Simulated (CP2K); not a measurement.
Checking a run of CP2K on CuGaSe2 (I-42d, 8 atoms in the cell). The aim is a self-consistent single point with DFT PBE, GPW, DZVP-MOLOPT-SR-GTH basis, GTH-PBE potentials (GTH_POTENTIALS).

Cell that was meant: a = 6.8118 Å, b = 6.8118 Å, c = 6.8118 Å, α = 131.20°, β = 131.20°, γ = 71.50°.

Part of the input:

```
  &DFT
    BASIS_SET_FILE_NAME BASIS_MOLOPT
    POTENTIAL_FILE_NAME GTH_POTENTIALS
    CHARGE -2
    &QS
      METHOD GPW
      EPS_DEFAULT 1E-10
[...]
      SCF_GUESS ATOMIC
      EPS_SCF 1E-7
      MAX_SCF 100
      ADDED_MOS 13
      &DIAGONALIZATION
        ALGORITHM STANDARD
      &END DIAGONALIZATION
```

Output (repeated stretches shortened):

```
 GLOBAL| Method name                                                        CP2K
   [... lines left out ...]
                           74                72.000                        1.028

 Number of electrons:                                                         74
 Number of occupied orbitals:                                                 37
 Number of molecular orbitals:                                                50

 Number of orbital functions:                                                152
 Number of independent orbital functions:                                    152
 SCF WAVEFUNCTION OPTIMIZATION

  Step     Update method      Time    Convergence         Total energy    Change
     1 NoMix/Diag. 0.20E+00      -     0.52704034      -283.7303396786 -2.84E+02
     2 Broy./Diag. 0.20E+00      -     0.70029218      -294.3890247367 -1.07E+01
     3 Broy./Diag. 0.20E+00      -     0.07310954      -285.3865752380  9.00E+00
     4 Broy./Diag. 0.20E+00      -     0.23359107      -283.7978152639  1.59E+00
     5 Broy./Diag. 0.20E+00      -     0.11658749      -282.5159250159  1.28E+00
     6 Broy./Diag. 0.20E+00      -     0.03918829      -282.8774693038 -3.62E-01
   [... 14 lines left out ...]
    21 Broy./Diag. 0.20E+00      -     0.00000059      -282.8483271466 -1.01E-05
    22 Broy./Diag. 0.20E+00      -     0.00000174      -282.8483344648 -7.32E-06
    23 Broy./Diag. 0.20E+00      -     0.00000179      -282.8483361079 -1.64E-06
    24 Broy./Diag. 0.20E+00      -     0.00000004      -282.8483354240  6.84E-07
  *** SCF run converged in    24 steps ***

  Overlap energy of the core charge distribution:               0.00000006866130
  Self energy of the core charge distribution:               -403.04367653882730
  Core Hamiltonian energy:                                    121.74488282623068
  Hartree energy:                                              43.57406441295751
  Exchange-correlation energy:                                -45.12353058254952
  Smearing free energy correction:                             -0.00007561046188
  Fermi energy:                                                 0.22850495649385

  Total energy:                                              -282.84833542397928
  Total energy (extrapolated to sigma->0):                   -282.84829761874835

   [... lines left out ...]
 STRESS|                        x                   y                   z
 STRESS|      x        2.75276984158E+05   5.18405362642E+03  -1.43594736695E+01
 STRESS|      y        5.18405362642E+03   2.71808469511E+05  -1.03088763095E+01
 STRESS|      z       -1.43594736695E+01  -1.03088763095E+01   2.68073147771E+05
 STRESS| 1/3 Trace                                             2.71719533813E+05
```

Is anything amiss in this input, and did it matter?

The run is not sound. The fault is an unintended net charge. A charged periodic cell changes the electron count and is neutralised by a uniform background, so energy, forces and pressure belong to another system. To fix it, remove the charge. The run converged in 24 iterations without an error; against the sound input the pressure goes from 3.37 to 27.17 GPa and the largest force goes from 0.308 to 1.143 eV/Å.

An input that runs soundly differs in these lines (not the only fix; some lines may just follow from the change or write a value another way):
```diff
-    CHARGE -2
-      ADDED_MOS 13
+      ADDED_MOS 12
```

With that input, the run converged in 25 iterations: free energy E − TS -7708.5531 eV; top of the valence band (on the code's own zero) 4.31 eV; gap on the k-point mesh 0.19 eV; pressure 3.37 GPa; largest force (vector length) 0.308 eV/Å (DFT PBE, GPW, DZVP-MOLOPT-SR-GTH basis, GTH-PBE potentials (GTH_POTENTIALS)).

On the sound input: the starting cell has typed, rounded lattice constants, without a prior relaxation at this level. Its lattice was rescaled by a random factor within 2.5 % of one. Spin polarisation is off. Values carry the incompleteness of an atom-centred basis. With a pressure of about 3 GPa the cell is away from its equilibrium volume at this level.
